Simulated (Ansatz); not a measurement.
System: GeSiC2 (model structure, started from the AlGaN2 type, P-4m2, No. 115, 4 atoms in the cell). Method: PBEsol+SOC in Ansatz (plane waves, PAW).

Run with plane-wave cutoff 520 eV, 10×10×8 k mesh (along the axes of the cell as run), Fermi–Dirac smearing 0.01 eV, PAW data made under PBE.

Cell (relaxed with PBEsol):

```
CELL_PARAMETERS angstrom
      3.15581     0.00000     0.00000
      0.00000     3.15581     0.00000
      0.00000     0.00000     4.45313
ATOMIC_POSITIONS crystal
  Ge 0.50000 0.50000 0.50000
  Si 0.00000 0.00000 0.00000
  C  0.50000 0.00000 0.76364
  C  0.00000 0.50000 0.23636
```

### Question
Predict the band gap and smallest direct gap on the k points sampled.

### Answer

- band gap: 1.36 eV (indirect)
- smallest direct gap on the k points sampled: 1.74 eV

Note: the relaxation could raise the start's symmetry but not lower it, so the cell can be a saddle point.

The computed numbers hold no vibrational or temperature effects.

It cost about 2.2 core-minutes (a rough figure) of CPU time.

A model structure was made by putting elements into a prototype or built by hand; it is no filed structure, need not be a known phase, and can be a saddle point held by its symmetry.

Ansatz is a quantum-chemistry and plane-wave program.
